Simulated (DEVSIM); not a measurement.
Device: abrupt GaSb p-n junction, at 300 K.

```tsv
layer (left to right)	material	thickness (μm)	Nd (cm⁻³)	Na (cm⁻³)	τn (s)	τp (s)
1	GaSb	29.0	-	1.1e17	5.9e-10	5.9e-10
2	GaSb	5.40	1.5e16	-	5.9e-10	1.8e-11
```

Left contact: ohmic. Right contact: ohmic. Voltage is applied to the left contact. Recombination: SRH at mid-gap, radiative. Mobility is μmin + (μ − μmin)/(1 + (N/Nref)^α).

This is a model device: material constants are rounded textbook-type values typed into the input, and sizes, dopings and lifetimes were drawn at random. Values at 300 K.

```
parameter        GaSb
-------------  ------
gap (eV)        0.726
affinity (eV)    4.06
permittivity     15.7
Nc (cm⁻³)      2.1e17
Nv (cm⁻³)      1.8e19
μn (cm²/Vs)      5000
μp (cm²/Vs)       850
μn,min           1000
μp,min            190
Nref,n         2.8e17
Nref,p           9e17
αn               1.05
αp               0.65
B (cm³/s)       1e-10
```

DEVSIM, 1D drift-diffusion, Boltzmann statistics, complete ionisation; no tunnelling, impact ionisation, image-force lowering or self-heating.

Task: Tabulate band edges, carrier densities and field at 0.7 V on the left contact.

Result: Energies count from the Fermi level of the right contact; mesh points crowd at the junctions.

```
x (μm)   Ec (eV)  Ev (eV)  n (cm⁻³)  p (cm⁻³)  field (V/cm)
-------  -------  -------  --------  --------  ------------
0.000     -0.106   -0.832     2.2e7    1.1e17            67
0.03989   -0.106   -0.832    1.1e10    1.1e17            67
0.1460    -0.105   -0.831    4.1e10    1.1e17            67
0.4281    -0.103   -0.829    1.2e11    1.1e17            67
1.642     -0.095   -0.821    4.2e11    1.1e17            67
4.406     -0.076   -0.802    1.2e12    1.1e17            67
11.29     -0.031   -0.756    1.0e13    1.1e17            67
23.78      0.052   -0.674    4.4e14    1.1e17            64
27.05      0.072   -0.654    1.2e15    1.1e17            59
28.28      0.079   -0.647    1.8e15    1.1e17            55
28.75      0.081   -0.645    2.1e15    1.1e17            53
28.95      0.082   -0.644    2.3e15    1.1e17          -440
29.00      0.065   -0.661    4.5e15    5.6e16        -12000
29.03      0.034   -0.692    1.5e16    1.7e16         -4900
29.17      0.023   -0.703    2.3e16    8.4e15           120
29.48      0.027   -0.699    2.0e16    5.1e15           140
30.25      0.037   -0.689    1.6e16    7.7e14           100
32.20      0.052   -0.674    1.5e16    8.0e10            73
33.81      0.064   -0.662    1.5e16     1.9e8            73
34.19      0.067   -0.659    1.5e16     1.6e8            73
34.34      0.068   -0.658    1.5e16     1.6e8            73
34.40      0.068   -0.658    1.5e16     1.6e8            73
```
